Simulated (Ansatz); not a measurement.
BaTiO3: holes 1.0×10^22 cm⁻³

Take BaTiO₃ (space group P4mm, No. 99; a = 3.9728 Å, c = 4.1123 Å) as the base.

Perturbation: 0.649 holes added to each cell, a density of 1.0×10^22 cm⁻³, with a uniform compensating background at fixed cell and a 300 K Fermi–Dirac width.

Level of theory: DFT with r2SCAN, PAW potentials and a 500 eV plane-wave cutoff in Ansatz (a quantum-chemistry and plane-wave program), scalar-relativistic without spin-orbit coupling, earlier PAW set. k-mesh 12×12×11 (Γ-centred); smearing 0.0259 eV (Fermi–Dirac).

```tsv
quantity	base	changed	shift
gap between the host's bands	2.23 eV	2.57 eV	+0.332 eV
gap character	indirect, A → Γ	indirect, A → Γ	–
largest internal atomic displacement	–	0.015 Å	–
Fermi level relative to the doped band's edge (positive inside the band; to 0.05 eV)	–	+0.35 eV	–
```

Final structure:

```yaml
crystal:
  lattice:
    - [3.97275, 0.00000, 0.00000]
    - [0.00000, 3.97275, 0.00000]
    - [0.00000, 0.00000, 4.11229]
  atoms:
    - { symbol: Ti, position: [0.50000, 0.50000, 0.45008] }
    - { symbol: Ba, position: [0.00000, 0.00000, 0.93050] }
    - { symbol: O, position: [0.50000, 0.50000, 0.89580] }
    - { symbol: O, position: [0.50000, 0.00000, 0.41481] }
    - { symbol: O, position: [0.00000, 0.50000, 0.41481] }
```
Cell charge +0.649034.

Charged cell with a jellium background: band edges are those of the host's band count, energies are not comparable with the neutral cell, and many-body gap narrowing is missing. Whether these cells are dynamically stable was not tested. The final runs are not spin-polarised.
